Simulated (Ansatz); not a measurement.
System: Si (model structure, P6₄22, No. 181, 3 atoms in the cell). Method: PBEsol in Ansatz (plane waves, PAW).

Numerical settings: plane-wave cutoff 520 eV, 18×18×14 k mesh (along the axes of the cell as run), Fermi–Dirac smearing 0.05 eV, scalar-relativistic PAW data made under PBE.

Cell (relaxed at this level):

```xyz
3
Lattice="3.8819 0.0000 0.0000 -1.9409 3.3618 0.0000 0.0000 0.0000 4.0763" Properties=species:S:1:pos:R:3 pbc="T T T"
Si     1.9410     0.0000     1.3588
Si    -0.9705     1.6809     2.7176
Si     0.9705     1.6809     0.0000
```

**Question.** Estimate the bulk modulus that the calculation returns.

**Answer.** 
- bulk modulus: 103 GPa

The run finds no gap.

Note: the bulk modulus is −V dP/dV from two relaxed cells at ±2 % in volume; the relaxation could raise the start's symmetry but not lower it, so the cell can be a saddle point.

The result took very roughly 5 core-minutes.

A model structure was made by putting elements into a prototype or built by hand; it is no filed structure, need not be a known phase, and can be a saddle point held by its symmetry.

Ansatz is a program for electronic structure.
